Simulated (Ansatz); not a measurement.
**GaP: energy against strain**

GaP (zinc blende, F-43m, 19.589 Å³/atom at rest) under an equal strain ε in the (111) plane with the normal axis free, as in a coherent film. LDA in Ansatz, a plane-wave DFT program (PAW, default set), 420 eV, 11×11×11 Γ-centred mesh, Fermi-Dirac smearing 0.05 eV; ions are relaxed within the symmetry of each cell.

Here s stands for strain and y for E less E0.

| strain (%) | E less E0 (meV/atom) |
|---|---|
| -2.50 | ? |
| -1.25 | 4.06 |
| -0.83 | 1.77 |
| -0.42 | 0.45 |
| 0.00 | 0.00 |
| 0.42 | 0.45 |
| 0.83 | 1.73 |
| 1.25 | 3.88 |

The 7 complete rows are fitted with a parabola, y against s. Least squares gives y = 0.001 - 0.0532·s + 2.5401·s². Residuals (row less fit): 0.024, -0.025, -0.021, -0.001, 0.023, 0.023, -0.023; standard error 0.029 (degrees of freedom: 4). Twice the quadratic coefficient over the volume, 2 × 2.5401 meV × 10⁴ × 0.1602 / 19.589 Å³, is twice the biaxial elastic modulus of this plane = 416 ± 3 GPa.

**Question.** What does the fit predict for y at s = -2.50, and how far is the calculated value from it?

**Answer.** y = 0.001 - 0.0532 × (-2.50) + 2.5401 × (-2.50)² = 16.010 meV/atom. The calculation gives 16.65 meV/atom, 0.640 meV/atom above the prediction (3.8 % of the range of y in the table). The row lies outside the fitted rows, so this is an extrapolation. From the scatter of the fitted rows alone, a prediction at this place has a standard error of 0.110 meV/atom, so the miss is 5.8 times that.

One order more, fitted to all 13 runs of the series, follows each within 0.01, so the miss is the next term of a smooth law. Rows are the converged runs of the series near zero and its far end; series whose fitted rows scatter by over a few per cent of the range, as at a crossing or softening among them, aren't shown in this form. Most that stay on the fit to the last digits aren't either.
